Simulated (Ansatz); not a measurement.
Start from ZnCu2SnS4 (space group I-4, No. 82; a = 5.414 Å, c = 10.823 Å). Axes: x, y, z lie along a, b, c of the conventional cell.

Computed with DFT with r2SCAN, PAW potentials and a 500 eV plane-wave cutoff in Ansatz (a first-principles code), spin-orbit coupling left out, earlier PAW set.

For the base:

| Quantity | Result |
|---|---|
| Pressure | 0.00 GPa |
| Band gap | 0.47 eV |

One thing is altered: compressive biaxial strain of 1.12 % in the plane normal to [001], as in epitaxy on a mismatched substrate; the out-of-plane cell vector and the atoms relax.

Question: How does this affect the energy relative to the base, ratio −ε⊥/ε∥, pressure and band gap?

Answer: The energy increases by 1.4 meV/atom; the ratio −ε⊥/ε∥ amounts to 1.24; the pressure (mean of the normal stresses, compression positive) goes from zero to 0.66 GPa; the band gap increases by 0.06 eV (0.47 eV → 0.53 eV).

Whether these cells are dynamically stable was not tested. All final runs are without spin polarisation.
